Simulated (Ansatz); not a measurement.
The reference is Nb2BS (space group P6_3/mmc, No. 194; a = 3.3615 Å, c = 11.6283 Å; a cell from a computed database, its experimental status unchecked). Axes: x lies along a and z along c of the hexagonal cell.

(Cell as relaxed with PBE.)

Levels (all Ansatz, a program for electronic structure, PAW): PBE (420 eV, scalar-relativistic without spin-orbit coupling); PBEsol (420 eV, no spin-orbit coupling).

Each level relaxes its own structure.

| base | PBE | PBEsol |
|---|---|---|
| volume per atom | 14.22 Å³ | 13.79 Å³ |
| lattice parameter a | 336.1 pm | 332.7 pm |
| band gap | zero | zero |

Perturbation: the symmetric strain tensor [-0.0025 -0.0027 -0.0002; -0.0027 -0.0054 0.0033; -0.0002 0.0033 0.0281], atoms relaxed at fixed cell.

| quantity | PBE | PBEsol |
|---|---|---|
| pressure (mean of the normal stresses, compression positive) | -3.7 GPa | [?] |
| energy relative to the base (free energy F) | +9.1 meV/atom | [?] |
| shortest interatomic distance | 227.1 pm | [?] |
| band gap | zero | [?] |

Problem. Predict the PBEsol column.

Solution. 
- pressure (mean of the normal stresses, compression positive), PBEsol: -4.1 GPa
- energy relative to the base (free energy F), PBEsol: +9.3 meV/atom
- shortest interatomic distance, PBEsol: 225.4 pm
- band gap, PBEsol: zero

PBE's pressure lies 0.4 GPa above PBEsol's; PBE's shortest interatomic distance lies 1.7 pm above PBEsol's (0.8 %); the two agree on the band gap. Neither level is exact; PBEsol is the comparison here, not a measurement.

Without a gap, meshes like the base's 16×16×4 leave anisotropic stresses uncertain by several tenths of a GPa, and small strain energies with them. No phonon test of stability was made. All final runs are without spin polarisation.
